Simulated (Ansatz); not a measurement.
# V3Si: pressure series

Consider V$_{3}$Si in the A15 (Cr3Si type) structure (space group Pm-3n, No. 223; a = 4.7014 Å).

Cell and atoms are relaxed at each pressure.

Calculations: DFT with PBE, PAW potentials and a 420 eV plane-wave cutoff in Ansatz (a first-principles code), without spin-orbit coupling, earlier PAW set.

Two rows of this table had their results exchanged by mistake.

```json
[
 {"pressure": "pressure −2 GPa", "volume per atom (Å³)": "13.13", "shortest distance (Å)": "2.359", "band gap": "zero"},
 {"pressure": "pressure −1 GPa", "volume per atom (Å³)": "13.06", "shortest distance (Å)": "2.355", "band gap": "zero"},
 {"pressure": "pressure 1.8 GPa", "volume per atom (Å³)": "12.44", "shortest distance (Å)": "2.317", "band gap": "zero"},
 {"pressure": "pressure 4.2 GPa", "volume per atom (Å³)": "12.72", "shortest distance (Å)": "2.334", "band gap": "zero"},
 {"pressure": "pressure 9 GPa", "volume per atom (Å³)": "12.87", "shortest distance (Å)": "2.344", "band gap": "zero"},
 {"pressure": "pressure 18 GPa", "volume per atom (Å³)": "11.99", "shortest distance (Å)": "2.289", "band gap": "zero"},
 {"pressure": "pressure 30 GPa", "volume per atom (Å³)": "11.49", "shortest distance (Å)": "2.257", "band gap": "zero"},
 {"pressure": "pressure 45 GPa", "volume per atom (Å³)": "10.98", "shortest distance (Å)": "2.223", "band gap": "zero"},
 {"pressure": "pressure 60 GPa", "volume per atom (Å³)": "10.56", "shortest distance (Å)": "2.194", "band gap": "zero"}
]
```

Problem. Which two?

Solution. The rows for pressure 1.8 GPa and pressure 9 GPa: the volume has to fall steadily with pressure, so 12.87 Å³ belongs to pressure 1.8 GPa and 12.44 Å³ to pressure 9 GPa.

Load acts through the strain it causes; cell and atoms are relaxed under it. No phonon test of stability was made. No other phases were tried under pressure. Seeded moments were not kept for the base. All final runs are without spin polarisation.
